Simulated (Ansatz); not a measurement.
The reference is Pb in the fcc (Cu type) structure (space group Fm-3m, No. 225; a = 4.934 Å; relaxed with 0.1 eV smearing). Axes: x, y, z lie along the cube axes.

Method: plane-wave PAW DFT at the PBEsol level (Ansatz, a first-principles code, 420 eV), no spin-orbit coupling.

Before the change:

| Property | Value |
|---|---|
| Shortest interatomic distance | 3.489 Å |

Modification: uniaxial strain ε_zz = −1.00 %, all other strain components held at zero, atoms relaxed at fixed cell.

Task: How does this affect the shortest interatomic distance and energy relative to the base?

Result: The shortest interatomic distance falls by 0.017 Å (3.489 Å → 3.472 Å); the energy grows by 0.5 meV/atom.

Stability against distortions was not tested.
